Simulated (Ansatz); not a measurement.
For GaAs (model structure, started from the cinnabar type, P6₂22, No. 180, 6 atoms in the cell), PBEsol in Ansatz (PAW) gives:

| Property | Result |
|---|---|
| equilibrium lattice constant a | 4.017 Å |
| lattice parameter c | 8.789 Å |
| enthalpy of formation | -0.153 eV/atom |

Task: What does PBE-D3(BJ) in Ansatz (PAW) give for the same quantities?

Result: 
- lattice constant a: 4.024 Å (increases by 0.2 %)
- lattice parameter c: 8.837 Å (grows by 0.5 %)
- formation enthalpy: -0.153 eV/atom (moves by 0.000 eV/atom)

Changes are worked out from the printed values.

Unless a cell is named, each level is at its own relaxed cell (PBEsol 20.47, PBE-D3(BJ) 20.66 Å³/atom).

Ansatz's density-functional and Hartree–Fock values are scalar-relativistic unless marked +SOC, with PAW data made under PBE.

A model structure was made by putting elements into a prototype or built by hand; it is no filed structure, need not be a known phase, and can be a saddle point held by its symmetry.

Ansatz is a quantum-chemistry and plane-wave program.
